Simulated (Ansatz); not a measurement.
**Al4Si3 (model structure, started from the Al4C3 type, R-3m, No. 166, 7 atoms in the cell): bulk modulus by level of theory**

No measured value is used here.

```csv
level (code),value (GPa),cell (Å³/atom)
LDA (Ansatz),70.6,20.59
PBE (Ansatz),?,21.47
PBEsol (Ansatz),68.8,21.02
r²SCAN (Ansatz),71.2,21.11
```

### Question
Fill in the missing entries.

### Answer

- PBE (Ansatz, a program for electronic structure), value (GPa): 65.0

LDA, PBE, PBEsol, r²SCAN: the bulk modulus is −V dP/dV from two relaxed cells at ±2 % in volume. Each level is taken at its own relaxed cell. Cutoffs differ between the levels. Ansatz's density-functional and Hartree–Fock values are scalar-relativistic unless marked +SOC, with PAW data made under PBE.

A model structure was made by putting elements into a prototype or built by hand; it is no filed structure, need not be a known phase, and can be a saddle point held by its symmetry.
